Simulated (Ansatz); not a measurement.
## HfO2 under a change: uniaxial stress, 8 GPa tension along z

Consider HfO2 (space group P4_2/nmc, No. 137; a = 3.5671 Å, c = 5.1660 Å). Axes: x, y, z lie along a, b, c of the conventional cell.

Now apply this change: uniaxial stress, 8 GPa tension along z; all other stress components relax to zero.

The values are results of Ansatz (an electronic-structure program), PBEsol, PAW, cutoff 420 eV, no spin-orbit coupling, not measurements. k-mesh 9×9×7 (Γ-centred); smearing 0.05 eV (Fermi–Dirac).

```csv
quantity,base,changed,shift
volume per atom,10.96 Å³,11.22 Å³,+0.26 Å³
space group,P4_2/nmc (No. 137),P4_2/nmc (No. 137),–
shortest interatomic distance,2.061 Å,2.049 Å,-0.012 Å
energy relative to the base (free energy F),0 meV/atom,+8.9 meV/atom,+8.9 meV/atom
band gap,4.57 eV,4.61 eV,+0.04 eV
gap character,"indirect, A → Γ","indirect, Z → Γ",–
smallest direct gap,4.65 eV,4.66 eV,+0.01 eV
width of the top valence band,1.02 eV,0.99 eV,-0.025 eV
electron mass,"0.96 mₑ along c, 0.78 mₑ across (at Γ)","1.0 mₑ along z, 0.83 mₑ across (at Γ)",–
"strain response (xx, yy, zz)",–,"(−0.34, −0.34, +3.11) %",–
secant Young's modulus along z,–,260 GPa,–
mean lateral Poisson ratio,–,0.11,–
```

Cost of the whole job for the changed cell (relaxation, final SCF and bands): very roughly 3 core-minutes.

With Hf present, leaving out spin-orbit coupling can change the band edges. Masses are band curvatures over ±0.01 Å⁻¹ around the edge. Beyond what the load breaks, stability against distortions was not tested. This is not the structure that HfO2 has at room temperature and ambient pressure.
